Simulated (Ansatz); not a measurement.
Consider the following.

```
CELL_PARAMETERS angstrom
      2.51276     1.45074     4.50131
     -2.51276     1.45074     4.50131
      0.00000    -2.90148     4.50131
ATOMIC_POSITIONS crystal
  Ga 0.35594 0.35594 0.35594
  Ga 0.14406 0.14406 0.14406
  Ga 0.64406 0.64406 0.64406
  Ga 0.85594 0.85594 0.85594
  O  0.55310 0.94690 0.25000
  O  0.25000 0.55310 0.94690
  O  0.94690 0.25000 0.55310
  O  0.44690 0.05310 0.75000
  O  0.75000 0.44690 0.05310
  O  0.05310 0.75000 0.44690
```

No spin polarisation.

Level of theory: Ansatz (a program for electronic structure), PBE, PAW, cutoff 420 eV, no spin-orbit coupling. Γ-centred 8×8×8 mesh, Fermi–Dirac width 0.05 eV.

Q: Predict the electron mass, gap character, width of the top valence band and band gap.

A: 
```json
{
  "electron_mass": "0.22 mₑ (at Γ)",
  "gap_character": "indirect, Γ–S₀ (50 % along) → Γ",
  "width_of_the_top_valence_band": "0.44 eV",
  "band_gap": "2.63 eV"
}
```

Load acts through the strain it causes; cell and atoms are relaxed under it. Effective masses come from finite differences of ±0.01 Å⁻¹. Stability against distortions was not tested. The cell was made from Ga2O3 in the corundum structure (space group R-3c, No. 167) by this change: pressure 4.5 GPa.
